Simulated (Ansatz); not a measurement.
# Ge: element substitutions

Base system: Ge in the diamond structure (space group Fd-3m, No. 227; a = 5.6746 Å).

Each row replaces one element on all its sites; cell and atoms are relaxed.

Method: r2SCAN (Ansatz, a program for electronic structure, PAW, no spin-orbit coupling).

| change | shortest interatomic distance | density |
|---|---|---|
| base | 2.457 Å | 5.28 g/cm³ |
| Ge → Sn | 2.843 Å | 5.57 g/cm³ |
| Ge → Os | 2.389 Å | 15.04 g/cm³ |
| Ge → Pb | 3.010 Å | 8.19 g/cm³ |
| Ge → Ru | 2.344 Å | 8.46 g/cm³ |

Whether these cells are dynamically stable was not tested. As relaxed here, Os and Ru are hypothetical phases, not in the database extracts checked. For Pb in this form, whether it has been made was not checked. All final runs are without spin polarisation. This is not the structure that Pb has at room temperature and ambient pressure.
